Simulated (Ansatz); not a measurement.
Defect migration in fcc Pd: Pd vacancy, neutral cell. Computed with PBE, PAW (plane waves to 420 eV; Ansatz, a quantum-chemistry and plane-wave program).

Cell of 32 host sites held at the relaxed PBE lattice; a 2×2×2 k-point mesh shifted by half a step; Fermi-Dirac width 0.10 eV, spin-restricted; finite-size errors left in. No zero-point or tunnelling terms. Forms of the defect that were not tried may lie lower.

Barriers: single points on a 4×4×4 k-point mesh shifted by half a step at the bands' geometries (they differ from the bands' own by up to 0.06 eV, and are uncertain by about as much).

The only route run: a nearby Pd atom hops onto the vacant site; the atom moves 2.69 Å along (0.00, 0.48, -0.48) of the unit cell; the moving atom starts with neighbours 4 Pd at 2.74, 2 Pd at 2.79, 4 Pd at 2.80, Pd at 2.83 Å and ends with 4 Pd at 2.75, 2 Pd at 2.79, 4 Pd at 2.80, Pd at 2.83 Å. Its barrier is 0.99 eV. The saddle point's order was not checked, and it lies on a symmetry element of the cell, where a band can be held. The defect has 12 equivalent sites to jump to, 2.79 Å away. Attempt frequency: take 10 THz as a typical guess.

**Question.** Estimate the defect's diffusion coefficient at 1000 K, how far it wanders in 10 years, and how much an error of 0.1 eV in the barrier would matter.

**Answer.** kT = 0.0862 eV, so each jump happens at Γ = ν exp(−E/kT) = 1.0e13 × exp(−11.49) ≈ 1.0e+08 s⁻¹. For uncorrelated jumps in a cubic host D = z λ² Γ / 6 = 12 × (2.79e-8 cm)² × 1.0e+08 / 6 ≈ 1.6e-07 cm²/s. The root-mean-square distance is √(6Dt) ≈ 20 cm. An error of 0.1 eV changes D by a factor exp(0.1/kT) ≈ 3.2, and the distance by its square root. This is the isolated defect's own diffusivity; trapping, its concentration and zero-point motion are left out.
